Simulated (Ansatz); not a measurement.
Abridged Ansatz (an electronic-structure program) output:

```
Relaxation: its limit of steps is 60 (relax.max_steps)
Pseudopotential: Sr, paw, valence charge 10
Pseudopotential: Sn, paw, valence charge 14
Pseudopotential: Se, paw, valence charge 16
Crystal: 5 atoms, lattice volume = 142.125 Å³
Basis set: ecut = 420 eV, 2801 PW (Γ), exchange–correlation on 72×72×72 points (8 copies of the dense FFT grid, shifted against one another)
Bands: 44, of which v1, the nominal top of the filled ones, is band 36 counted from 1 (35 counted from 0)
Symmetry: 48 space group operations
k-points: 35 of 729
Functional: x = pbe(κ = 0.804, μ = 0.2195149727645171), c = pbe(β = 0.06672455060314922)
SCF iter   1: F=—  HF=-25979.094733 eV  |F-HF|=—  |Δ(HF+E_count)|=         —  Δρ=1.30e-3  dr2=2.22e-3  ethr=1.77e-3  ⟨swp⟩=8.7  Hψ=7196  notcnv=0  defer=11
SCF iter   2: F=—  HF=-25979.097649 eV  |F-HF|=—  |Δ(HF+E_count)|=   2.92e-3  Δρ=5.99e-4  dr2=1.20e-3  ethr=3.09e-6  ⟨swp⟩=2.9  Hψ=3400  notcnv=0  defer=63
SCF 1 converged in 7 iterations: F = -25979.097030 eV  dr2 = 2.78e-9
relax step   1: F+E_penalty+E_count = -25979.09703047 eV  Δ(F+E_penalty+E_count) = +0.000e0 eV  max|allowed force component| = 2.257e-29 eV/Å  Δτ_max = 0.0000 Å  P = +3.000 GPa  Ω = 142.125 Å³  (7 SCF iters, dr2 threshold 1.00e-7 eV, accepted)
[... steps on the carried basis left out ...]
relax step   5: F+E_penalty+E_count = -25978.98506674 eV  Δ(F+E_penalty+E_count) = +7.821e-4 eV  max|allowed force component| = 1.051e-29 eV/Å  Δτ_max = 0.0000 Å  P = +4.999 GPa  Ω = 137.608 Å³  stress off target by 7.08e-4 GPa  SCF on the basis re-selected at this cell (its energy is not comparable with the rows above)  (5 SCF iters)
SCF converged after 5 iterations
Free energy (F): -25978.985067 eV
Internal energy: -25978.965899 eV  (E = F + TS)
E sigma→0 (E₀):  -25978.975483 eV
Entropy (-TS):   -0.019168 eV (-3.834 meV/atom)
Fermi energy:    8.226256 eV
--- Forces (eV/Å), atoms counted from 1 ---
  atom   1  Sr    -0.00000000    -0.00000000     0.00000000
  atom   2  Sn     0.00000000    -0.00000000    -0.00000000
  atom   3  Se    -0.00000000    -0.00000000     0.00000000
  atom   4  Se     0.00000000    -0.00000000     0.00000000
  atom   5  Se    -0.00000000    -0.00000000    -0.00000000
--- Stress (GPa, compression-positive) ---
        4.999292      -0.000000      -0.000000
       -0.000000       4.999292       0.000000
       -0.000000       0.000000       4.999292
  P = ⅓ Tr σ = 4.9993 GPa (49.993 kbar)
--- Relaxed structure (4 steps of the walk, 4 accepted, 1 SCFs on fresh bases) ---
  cell:  # Å, volume = 137.6082 Å³
    - [5.162754337833235, 1.436422750188813e-33, -3.2098832406453934e-35]
    - [1.436422750188813e-33, 5.162754337833235, 0.0]
    - [-9.629649721936184e-35, 0.0, 5.162754337833235]
  atoms:
    - { symbol: Sr, position: [6.150804586003002e-36, 1.5377011463231367e-36, 6.919655158072737e-37] }
    - { symbol: Sn, position: [0.5, 0.5, 0.5] }
    - { symbol: Se, position: [-1.2301609170519084e-35, 0.5, 0.5] }
    - { symbol: Se, position: [0.5, 0.5, -4.613103438491395e-37] }
    - { symbol: Se, position: [0.5, 2.690977006130603e-36, 0.5] }
```

What was computed, and what are the main results?

SrSnSe3, 5 atoms in the cell, with DFT with PBE, PAW potentials and a 420 eV plane-wave cutoff in Ansatz, without spin-orbit coupling, from a series relaxed to a target (pressure 5 GPa). The last SCF converged to F = -25978.985067 eV, or -5195.7970 eV per atom, at a pressure of 5.00 GPa. The total energy compares only with runs of the same code, potentials and settings.

Load acts through the strain it causes; cell and atoms are relaxed under it. No phonon test of stability was made. Competing high-pressure phases were not computed. All final runs are without spin polarisation. The cell was made from SrSnSe$_{3}$ in the cubic perovskite structure (space group Pm-3m, No. 221; a hypothetical phase, not in the database extracts checked) by this change: pressure 5 GPa. Many cubic perovskites are stable only at high temperature; tilts and polar distortions were not tested.

Keys are those of Ansatz 0.2.
